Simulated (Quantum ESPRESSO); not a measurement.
Worked example: self-consistent single point of AgBr (Fm-3m, 2 atoms in the cell) in Quantum ESPRESSO.

Level of theory: PBE, SSSP 1.1.2 efficiency (PBE) pseudopotentials (plane waves; Quantum ESPRESSO).

```yaml
crystal:
  lattice:
    - [0.00000, 2.90200, 2.90200]
    - [2.90200, 0.00000, 2.90200]
    - [2.90200, 2.90200, 0.00000]
  atoms:
    - { symbol: Ag, position: [0.00000, 0.00000, 0.00000] }
    - { symbol: Br, position: [0.50000, 0.50000, 0.50000] }
```

Reference input (self-consistent single point, DFT, PBE, plane waves, SSSP 1.1.2 efficiency (PBE) pseudopotentials): ecutwfc = 60 Ry; ecutrho = 480 Ry; occupations = fixed; potentials = {Ag: Ag_ONCV_PBE-1.0.oncvpsp.upf, Br: br_pbe_v1.4.uspp.F.UPF}; K_POINTS = automatic 7 7 7 0 0 0; nbnd = 17; conv_thr = 1e-10 Ry; mixing_beta = 0.5. This run's input differs from it in these lines:

```diff
@@ -28,3 +28,3 @@
 K_POINTS automatic
-7 7 7  0 0 0
+5 5 5  0 0 0
 CELL_PARAMETERS angstrom
```

Log, with long lists cut:

```
     Self-consistent Calculation

     iteration #  1     ecut=    60.00 Ry     beta= 0.50

     Threshold (ethr) on eigenvalues was too large:
     Diagonalizing with lowered threshold

     total energy              =    -334.18756585 Ry
     estimated scf accuracy    <       0.13309614 Ry

     iteration #  2     ecut=    60.00 Ry     beta= 0.50

     total energy              =    -334.22127665 Ry
     estimated scf accuracy    <       0.01301570 Ry

     iteration #  3     ecut=    60.00 Ry     beta= 0.50

     total energy              =    -334.22326248 Ry
     estimated scf accuracy    <       0.00105301 Ry

   [... 5 blocks of this kind left out ...]

     iteration #  9     ecut=    60.00 Ry     beta= 0.50

     total energy              =    -334.22338673 Ry
     estimated scf accuracy    <          1.4E-09 Ry

     iteration # 10     ecut=    60.00 Ry     beta= 0.50
     End of self-consistent calculation

     highest occupied, lowest unoccupied level (ev):     7.7077    8.5674

!    total energy              =    -334.22338673 Ry
     estimated scf accuracy    <          3.5E-11 Ry

     convergence has been achieved in  10 iterations

     Forces acting on atoms (cartesian axes, Ry/au):

     atom    1 type  1   force =     0.00000000    0.00000000    0.00000000
     atom    2 type  2   force =     0.00000000    0.00000000    0.00000000

     Total force =     0.000000     Total SCF correction =     0.000000

          total   stress  (Ry/bohr**3)                   (kbar)     P=        8.37
   0.00005692  -0.00000000  -0.00000000            8.37       -0.00       -0.00
  -0.00000000   0.00005692   0.00000000           -0.00        8.37        0.00
   0.00000000   0.00000000   0.00005692            0.00        0.00        8.37

   JOB DONE.
```

The run converged in 10 iterations. Against the reference run the free energy goes up by 2.1 meV/atom, the pressure moves little (0.79 to 0.84 GPa) and the gap on the mesh goes from 0.798 to 0.860 eV.

The starting cell comes from a database of computed structures (which also holds hypothetical and non-ambient phases and stackings), without a prior relaxation at this level. Its lattice was rescaled by a random factor within 2.5 % of one. Another mesh or the band path of this cell gives a smaller gap, so this value is not converged in the mesh.
